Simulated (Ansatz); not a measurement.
# AlN, response to strain

Take AlN in the wurtzite structure (space group P6_3mc, No. 186; a = 3.0888 Å, c = 4.9433 Å) as the base. Axes: x lies along a and z along c of the hexagonal cell.

Strains are applied to the cell and any free atomic positions relax.

Method: Kohn–Sham DFT with the LDA functional, run in Ansatz (an electronic-structure program) with PAW and 420 eV plane waves, no spin-orbit coupling.

Notes on the quantities. energy relative to the base: free energy F.

| change | band gap | electron mass | shortest interatomic distance | energy relative to the base |
|---|---|---|---|---|
| base | 4.42 eV | 0.32 mₑ (at Γ) | 1.876 Å | 0 meV/atom |
| uniaxial strain ε_xx = −2.40 % | 4.69 eV | 0.34 mₑ along x, 0.33 mₑ along y, 0.31 mₑ along z (at Γ) | 1.858 Å | +7.5 meV/atom |
| uniaxial strain ε_xx = −1.80 % | 4.62 eV | 0.34 mₑ along x, 0.33 mₑ along y, 0.31 mₑ along z (at Γ) | 1.862 Å | +4.2 meV/atom |
| uniaxial strain ε_xx = −1.20 % | 4.56 eV | 0.33 mₑ along x, 0.32 mₑ along y, 0.31 mₑ along z (at Γ) | 1.867 Å | +1.9 meV/atom |
| uniaxial strain ε_xx = −0.60 % | 4.49 eV | 0.33 mₑ along x, 0.32 mₑ along y, 0.31 mₑ along z (at Γ) | 1.872 Å | +0.5 meV/atom |

Masses are band curvatures over ±0.01 Å⁻¹ around the edge. Semilocal Kohn–Sham gaps tend to fall short of experiment. Whether these cells are dynamically stable was not tested.
